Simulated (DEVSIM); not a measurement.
Device: abrupt Si n-p junction, at 400 K.

Layer 1 from the left is Si, thickness (μm) 0.180, Nd (cm⁻³) 1.1e18, τn (s) 0.0001, τp (s) 0.0001. Layer 2 from the left is Si, thickness (μm) 0.410, Na (cm⁻³) 3.2e17, τn (s) 0.0001, τp (s) 0.0001.

Left contact: ohmic. Right contact: ohmic. Voltage is applied to the left contact. Recombination: SRH at mid-gap. Mobility is μmin + (μ − μmin)/(1 + (N/Nref)^α).

Constants are typed, rounded textbook-type inputs, not results; the design itself was drawn at random and stands for no fabricated device. Values at 300 K; Nc and Nv go as T^1.5, mobilities as T to minus their exponent, the gap by Varshni's rule with the affinity fixed.

Si: gap (eV) 1.124, affinity (eV) 4.05, permittivity 11.7, Nc (cm⁻³) 2.86e19, Nv (cm⁻³) 3.1e19, μn (cm²/Vs) 1417, μp (cm²/Vs) 470, μn,min 52, μp,min 45, Nref,n 9.7e16, Nref,p 2.2e17, αn 0.68, αp 0.72, T exponent of μn 2.3, T exponent of μp 2.2, Varshni α (eV/K) 0.000473, Varshni β (K) 636.

Simulated with DEVSIM: 1D drift-diffusion, Boltzmann statistics, complete ionisation; no tunnelling, impact ionisation, image-force lowering or self-heating.

### Question
What does the simulation give for the potential step across the device at zero bias, the largest field in the device at zero bias, the dark forward voltage at 1 A/cm²?

### Answer
potential step across the device at zero bias 0.797 V; largest field in the device at zero bias 240000 V/cm; dark forward voltage at 1 A/cm² 0.423 V.
